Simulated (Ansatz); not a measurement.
```yaml
crystal:
  lattice:
    - [2.54397, 0.00000, 0.00000]
    - [-1.27199, 2.20314, 0.00000]
    - [0.00000, 0.00000, 4.20775]
  atoms:
    - { symbol: B, position: [0.66667, 0.33333, 0.99980] }
    - { symbol: B, position: [0.33333, 0.66667, 0.49980] }
    - { symbol: N, position: [0.66667, 0.33333, 0.62520] }
    - { symbol: N, position: [0.33333, 0.66667, 0.12520] }
```

The cell is a database entry relaxed within its symmetry; it need not be the phase found at ambient conditions.

Q: Give the diagonal Born effective charges atom by atom and the electronic dielectric tensor from linear response, Ansatz (a quantum-chemistry and plane-wave program), r2SCAN functional, plane-wave PAW.

A: 
| atom | Z*xx | Z*yy | Z*zz |
|---|---|---|---|
| B1 | 1.92 | 1.92 | 2.02 |
| B2 | 1.92 | 1.92 | 2.02 |
| N3 | -1.92 | -1.92 | -2.02 |
| N4 | -1.92 | -1.92 | -2.02 |

ε∞ diagonal: 4.41, 4.41, 4.56. Away from Γ the polar cell without biaxial strain shows no imaginary mode on a 2×2×2 mesh.
